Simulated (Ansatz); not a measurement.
**Mo2C, pressure series**

Start from Mo2C (space group Pbcn, No. 60; a = 4.705 Å, b = 6.010 Å, c = 5.176 Å).

Cell and atoms are relaxed at each pressure.

Calculations: PBEsol, PAW, 420 eV (Ansatz, a quantum-chemistry and plane-wave program; no spin-orbit coupling).

Notes on the quantities. enthalpy: H = E + PV relative to the base's energy.

```tsv
variant	enthalpy	volume per atom
base	–	12.20 Å³
pressure −2 GPa	-0.15 eV/atom	12.28 Å³
pressure −1 GPa	-0.08 eV/atom	12.24 Å³
pressure 0.3 GPa	+0.02 eV/atom	12.19 Å³
pressure 0.7 GPa	+0.05 eV/atom	12.17 Å³
pressure 1.5 GPa	+0.11 eV/atom	12.14 Å³
pressure 3 GPa	+0.23 eV/atom	12.08 Å³
pressure 5 GPa	+0.38 eV/atom	12.01 Å³
pressure 7.5 GPa	+0.56 eV/atom	11.92 Å³
pressure 10 GPa	+0.75 eV/atom	11.84 Å³
```

Load acts through the strain it causes; cell and atoms are relaxed under it. Whether these cells are dynamically stable was not tested. No other phases were tried under pressure. All final runs are without spin polarisation.
